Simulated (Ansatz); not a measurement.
**Fermi-surface data of HfIr3 (Pm-3m)**

Given:

```
HfIr3
1.0
    3.92396     0.00000     0.00000
    0.00000     3.92396     0.00000
    0.00000     0.00000     3.92396
Hf Ir
1 3
Direct
  0.00000   0.00000   0.00000
  0.00000   0.50000   0.50000
  0.50000   0.00000   0.50000
  0.50000   0.50000   0.00000
```

Level of theory: PBEsol, rigid bands (plane waves, PAW, scalar-relativistic; Ansatz, an electronic-structure program). How the cell was made: cell and atoms relaxed with PBEsol.

```yaml
density of states at the Fermi level: 3.09 states/(eV·cell), both spins
bare Sommerfeld coefficient: 1.82 mJ/(mol of atoms·K²)
drude_plasma_energy: 6.1 eV
root-mean-square Fermi velocity: 5.3e5 m/s
resistivity times τ: 13.2 ×10⁻²² Ω·m·s
```

A metal at this level (no band gap); rigid bands, thermally averaged at 300 K, both spins. Spin-orbit coupling is left out, which matters with elements this heavy. τ is one relaxation time for all states.

Formula and space group known from diffraction (Crystallography Open Database), not checked to be the room-temperature form: HfIr3 (Pm-3m).
